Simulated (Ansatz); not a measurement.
Structures of equal composition on the (110) surface of bcc W: a layer of Pt in place of the second plane; a layer of Pt in place of the third plane. The slabs share one bottom face, and each structure is named by its start. These are constructed structures in small cells; real faces may alloy, dewet or reconstruct in larger ones, and not all known structures of the face are among them. Slabs of about 11 Å, Fermi-Dirac smearing of 0.1 eV. Bottom of the slabs: a bare face, its two planes held. Relaxed from the named starts with such symmetry as they have, on meshes of like density; energies extrapolated to zero smearing; spin only where a row says so; no spin-orbit coupling, no U. Brackets mark spin-polarised runs, whose order is one that fits the cell.

These are PBE (plane waves to 420 eV, PAW; Ansatz, an electronic-structure program) values and carry that method's errors.

Problem. Order them by energy per 1x1 cell (lowest first) at the level PBE.

Solution. a layer of Pt in place of the third plane (0.000 eV), a layer of Pt in place of the second plane (0.207 eV)
